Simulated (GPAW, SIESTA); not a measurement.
A GPAW input for a self-consistent single point of Li2Mg (Cmcm, 6 atoms in the cell) (DFT PBEsol, plane waves, GPAW PAW datasets PBEsol (made by gpaw-setup)):

```python
from ase import Atoms
from ase.units import GPa
from gpaw import GPAW, PW, FermiDirac

atoms = Atoms(['Li', 'Li', 'Li', 'Li', 'Mg', 'Mg'],
              cell=[[1.612409, -7.274530, 0.000000],
                    [1.612409, 7.274530, 0.000000],
                    [0.000000, 0.000000, 4.805009]],
              scaled_positions=[[0.592190, 0.407810, 0.750000],
                                [0.407810, 0.592190, 0.250000],
                                [0.253180, 0.746820, 0.750000],
                                [0.746820, 0.253180, 0.250000],
                                [0.923040, 0.076960, 0.750000],
                                [0.076960, 0.923040, 0.250000]],
              pbc=True)

calc = GPAW(mode=PW(800),
            xc='PBEsol',
            kpts={'size': (8, 8, 6), 'gamma': True},
            occupations=FermiDirac(0.136),
            nbands=-10,
            convergence={'density': 1e-05},
            symmetry={'symmorphic': False, 'tolerance': 0.0005},
            maxiter=120,
            txt='-')

atoms.calc = calc

energy = atoms.get_potential_energy()
print('Energy (eV):', round(energy, 6))
forces = atoms.get_forces()
print('Forces (eV/Ang):')
print(forces.round(5))
stress = atoms.get_stress()
print('Stress (GPa, Voigt):', (stress / GPa).round(4))
```

Question: Write the same calculation as an input for SIESTA.

Answer: One input that does it (others would too):

```
# files in the folder: Li.psml Mg.psml (PseudoDojo PBEsol standard)
SystemName  Li2Mg
SystemLabel siesta

NumberOfAtoms                6
NumberOfSpecies              2
%block ChemicalSpeciesLabel
  1 3 Li
  2 12 Mg
%endblock ChemicalSpeciesLabel
LatticeConstant              1.0 Ang
%block LatticeVectors
     1.612409000   -7.274530000    0.000000000
     1.612409000    7.274530000    0.000000000
     0.000000000    0.000000000    4.805009000
%endblock LatticeVectors
AtomicCoordinatesFormat      Bohr
%block AtomicCoordinatesAndAtomicSpecies
     3.047011411   -2.534647777    6.810113277  1
     3.047011411    2.534647777    2.270037759  1
     3.047011411    6.786004603    6.810113277  1
     3.047011411   -6.786004603    2.270037759  1
     3.047011411  -11.630951250    6.810113277  2
     3.047011411   11.630951250    2.270037759  2
%endblock AtomicCoordinatesAndAtomicSpecies

XC.functional                GGA
XC.authors                   PBEsol
PAO.BasisSize                DZP
PAO.EnergyShift              0.01 Ry
PAO.Polarization.NonPerturbative true
MeshCutoff                   350 Ry
%block kgrid.MonkhorstPack
    8   0   0  0.0
    0   8   0  0.0
    0   0   6  0.0
%endblock kgrid.MonkhorstPack
OccupationFunction           FD
ElectronicTemperature        1578.21 K

MaxSCFIterations             150
SCF.Mixer.Method             Broyden
SCF.Mixer.Weight             0.2
SCF.Mixer.History            6
SCF.DM.Tolerance             1.0E-04
Diag.ParallelOverK           true
WriteForces                  true
Charge.Mulliken              end
```

Basis, cutoffs, solver keys and any potentials are the target program's own. This input uses DFT, GGA PBEsol, numerical atomic orbitals DZP, PseudoDojo PBEsol standard norm-conserving potentials (rewritten from UPF to PSML).

The starting cell comes from a database of computed structures (which also holds hypothetical and non-ambient phases and stackings), without a prior relaxation at this level. For this run, on top of that: lattice scaled by 0.98.
